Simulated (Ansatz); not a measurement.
Take SrTiO₃ in the cubic perovskite structure (space group Pm-3m, No. 221; a = 3.854 Å) as the base. Axes: x, y, z lie along the cube axes.

Now apply this change: biaxial strain +2.40 %, plane normal [001], relaxed out of plane (Cartesian); in-plane vectors clamped, the third vector and the atoms free.

Computed with DFT with LDA, PAW potentials and a 420 eV plane-wave cutoff in Ansatz (a quantum-chemistry and plane-wave program), no spin-orbit coupling.

Problem. Give the band edges at the high-symmetry points of the new zone, measured from its valence-band maximum.

Solution. 
| point | valence edge (eV) | conduction edge (eV) |
|---|---|---|
| Γ | -0.34 | 1.73 |
| X | -0.73 | 1.96 |
| M | -0.19 | 3.67 |
| Z | -0.79 | 1.94 |
| R | -0.09 | 3.67 |
| A | 0.00 | 4.34 |

The gap is 1.73 eV, indirect, A → Γ.

Stability against distortions was not tested. The final runs are not spin-polarised. Many cubic perovskites are stable only at high temperature; tilts and polar distortions were not tested. Labels are those of the standard path for the cell's own space group.
